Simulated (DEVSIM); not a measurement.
Model (solved in DEVSIM): 1D Poisson equation in equilibrium, Boltzmann statistics, complete ionisation; no quantum confinement or tunnelling. Metal contacts follow the ideal Schottky-Mott rule: no Fermi-level pinning, no interface dipoles.

Device: TaN/Al2O3/n-Si capacitor, at 300 K.

```csv
layer (left to right),material,thickness (nm),Nd (cm⁻³)
1,Al2O3,7.90,-
2,Si,6400,8.1e15
```

Metal gate on the left, work function 4.4 eV. Fixed charge at the semiconductor interface 0 cm⁻² (in units of +e); no interface traps.

This is a model device: material constants are rounded textbook-type values typed into the input, and sizes, dopings and lifetimes were drawn at random. Values at 300 K.

```tsv
parameter	Al2O3	Si
gap (eV)	6.8	1.124
affinity (eV)	1.35	4.05
permittivity	9	11.7
Nc (cm⁻³)	-	2.86e19
Nv (cm⁻³)	-	3.1e19
```

One input was changed, with this effect: flat-band voltage little changed (0.14 V); threshold voltage (band bending 2φF) -0.60 → -0.58 V; minimum of the low-frequency capacitance 0.0338 → 0.0347 μF/cm²; capacitance of the dielectric stack 1.01 → 2.49 μF/cm².

Problem. Which change was it?
(A) Al2O3 thickness 0.0079 → 0.0032 μm
(B) substrate doping 8.1e+15 → 1.6e+16 cm^-3
(C) gate work function 4.4 → 4.7 eV
(D) fixed charge 0 → 1.11e+12 cm^-2
(E) interface trap density 0 → 1e+10 cm^-2 eV^-1

Solution. A, Al2O3 thickness 0.0079 → 0.0032 μm
